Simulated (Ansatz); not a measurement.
The parent structure is SrO in the rock salt structure (space group Fm-3m, No. 225).

```yaml
crystal:
  lattice:
    - [0.00000, 2.59746, 2.59746]
    - [2.59746, 0.00000, 2.59746]
    - [2.59746, 2.59746, 0.00000]
  atoms:
    - { symbol: Sr, position: [0.00000, 0.00000, 0.00000] }
    - { symbol: O, position: [0.50000, 0.50000, 0.50000] }
```

Calculations: PBE in Ansatz (plane waves to 420 eV, PAW, no spin-orbit coupling).

One change was made to it. Results:

The electron mass changes from 1.2 mₑ along k, 0.41 mₑ across (at X) to 1.2 mₑ along k, 0.39 mₑ across (at X); the valley order (the lowest conduction-band minima on the path, energy above the VBM, named in the base's zone) becomes X along ⟨100⟩ 3.29 eV; Γ 4.34 eV (base: X along ⟨100⟩ 3.33 eV; Γ 3.79 eV); the smallest direct gap decreases by 0.09 eV to 3.33 eV; the mean gap deformation potential ΔEg/Δln V comes out as +0.5 eV.

**Question.** Name the change that was made.
A) pressure 1.5 GPa
B) pressure 7.5 GPa
C) pressure 3 GPa

**Answer.** B, pressure 7.5 GPa. For comparison, the valley order in the other runs: pressure 1.5 GPa gives X along ⟨100⟩ 3.32 eV; Γ 3.91 eV; pressure 3 GPa gives X along ⟨100⟩ 3.31 eV; Γ 4.02 eV.

Load acts through the strain it causes; cell and atoms are relaxed under it. Masses are band curvatures over ±0.01 Å⁻¹ around the edge. Along k means along the line from Γ to the band edge. Whether these cells are dynamically stable was not tested. Competing high-pressure phases were not computed.

Ansatz is a quantum-chemistry and plane-wave program.
